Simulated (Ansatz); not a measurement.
Start from SnSe$_{2}$ in the CdI2 type structure (space group P-3m1, No. 164; a = 3.826 Å, c = 6.231 Å; layered, stacked along the Cartesian z axis). Axes: x lies along a and z along c of the hexagonal cell.

Method: r2SCAN+rVV10 (Ansatz, a first-principles code), without spin-orbit coupling.

Strains are applied to the cell and any free atomic positions relax; under biaxial strain the out-of-plane vector relaxes too.

One change was made to it. Results:

```tsv
quantity	base	after
band gap	0.94 eV	0.75 eV
pressure (mean of the normal stresses, compression positive)	0.0 kbar	-13.8 kbar
shortest interatomic distance	5.128 bohr	5.113 bohr
```

Which of these changes matches the shifts?
A) strain tensor (xx, yy, zz, yz, xz, xy) = (−1.23, −0.72, −0.49, −0.86, −0.48, −1.39) %
B) biaxial strain +0.13 %, plane normal [001], relaxed out of plane
C) isotropic strain +5.02 %
D) uniaxial strain ε_xx = +2.95 %

D, uniaxial strain ε_xx = +2.95 %. For comparison, the pressure in the other runs: strain tensor (xx, yy, zz, yz, xz, xy) = (−1.23, −0.72, −0.49, −0.86, −0.48, −1.39) % gives 11.9 kbar; biaxial strain +0.13 %, plane normal [001], relaxed out of plane gives -1.2 kbar; isotropic strain +5.02 % gives -41.5 kbar.

No phonon test of stability was made.
